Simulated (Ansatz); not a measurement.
The parent structure is BeTe in the rock salt structure (space group Fm-3m, No. 225; a = 5.3019 Å; a hypothetical phase, not in the database extracts checked). Axes: x, y, z lie along the cube axes.

Computed with PBEsol (Ansatz, a quantum-chemistry and plane-wave program; PAW; 420 eV plane waves; without spin-orbit coupling).

Perturbation: an isotropic linear strain of +1.04 %, atoms relaxed at fixed cell.

Task: Predict the stress tensor and what it implies for the stiffness.

Result: Stress of the strained cell less that of the base (GPa, compression positive):
```
   -2.1     0.0     0.0
    0.0    -2.1     0.0
    0.0     0.0    -2.1
```

Then B = −ΔP/(ΔV/V₀) with ΔV/V₀ = 0.0315 gives secant stiffness values (nonlinear terms included at this strain): B ≈ 67 GPa.

Whether these cells are dynamically stable was not tested. The final runs are not spin-polarised.
